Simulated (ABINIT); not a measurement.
# Several settings converged on Ti (P-3m1, 2 atoms in the cell)

```
Ti
1.0
    1.46762    -2.54200     0.00000
    1.46762     2.54200     0.00000
    0.00000     0.00000     4.65660
Ti
2
Direct
  0.33333   0.66667   0.26074
  0.66667   0.33333   0.75000
```

Base method: LDA (PW92), norm-conserving pseudopotentials (PseudoDojo nc-sr-04 LDA standard) (plane waves; ABINIT 10.0.3).

Base settings: pseudos = [Ti.upf]; ecut = 42 Ha; ixc = 7; occopt = 3; tsmear = 0.1 eV; ngkpt = 5 5 3; nshiftk = 1; shiftk = 0 0 0; potentials = PseudoDojo nc-sr-04 LDA standard; nband = 17.

The count of work is k-points × plane waves × bands × iterations; it is no time. 

**The cutoff for other potential files**

Level: DFT, LDA (PW92), plane waves, PAW (JTH v2.0 LDA PAW).

In this ladder: pseudos = [Ti.LDA_PW-JTH.xml]; potentials = JTH v2.0 LDA PAW; pawxcdev = 0. Moved along: pawecutdg.

The mesh stays at the base's, so the ladder's end is converged at best in this setting alone.

Only quantities that move along the ladder and can be compared are tabulated.

```tsv
ecut	free energy less the last step's (meV/atom)	pressure (GPa)	count of work / last
14 Ha	6.38	-7.87	0.086
16 Ha	6.10	-7.88	0.12
21 Ha	5.71	-7.86	0.17
26 Ha	4.98	-7.92	0.25
30 Ha	2.91	-7.95	0.29
36 Ha	1.33	-7.87	0.41
60 Ha	0.00	-7.87	1.0
```

Coarsest ecut that holds the free energy within 2 meV/atom: not settled: the last two steps still differ by 1.3 meV/atom, over half the tolerance, so the ladder does not show it.

Two neighbours can agree and both be off: 14 Ha and 16 Ha differ by 0.28 meV/atom in the free energy, yet lie about 6.1 meV/atom from the last step.

**The relaxed cell against the cutoff**

On Ti (P6_3/mmc, 2 atoms in the cell): atoms on their sites.

In this ladder: kptopt = 1; toldfe = default; tolvrs = 1e-11; ionmov = 3; ntime = 40; tolmxf = 0.0001 Ha/bohr; optcell = 2; dilatmx = 1.08; ecutsm = 0.5 Ha.

The mesh stays at the base's, so the ladder's end is converged at best in this setting alone.

Only quantities that move along the ladder and can be compared are tabulated.

| ecut | relaxed volume (Å³/atom) | relaxation steps |
|---|---|---|
| 21 Ha | 17.499 | 9 |
| 25 Ha | 15.993 | 17 |
| 29 Ha | 15.981 | 11 |
| 36 Ha | 16.139 | 9 |
| 42 Ha | 16.136 | 9 |
| 50 Ha | 16.136 | 9 |
| 84 Ha | 16.135 | 9 |

Coarsest ecut that holds the relaxed volume within 0.032 Å³/atom of the last step, with all finer ones: 36 Ha; the step before is off by 0.15 Å³/atom.

At the lowest cutoff the cell relaxes to a volume 8.5 % larger than at the highest.

On the base run: the starting cell has typed, rounded lattice constants, without a prior relaxation at this level. Its lattice was rescaled by up to half a per cent. One atom was moved a little off its site on purpose. Spin polarisation is off. Without a gap this mesh is coarse (it stands for a supercell whose shortest vector is 14 Å).
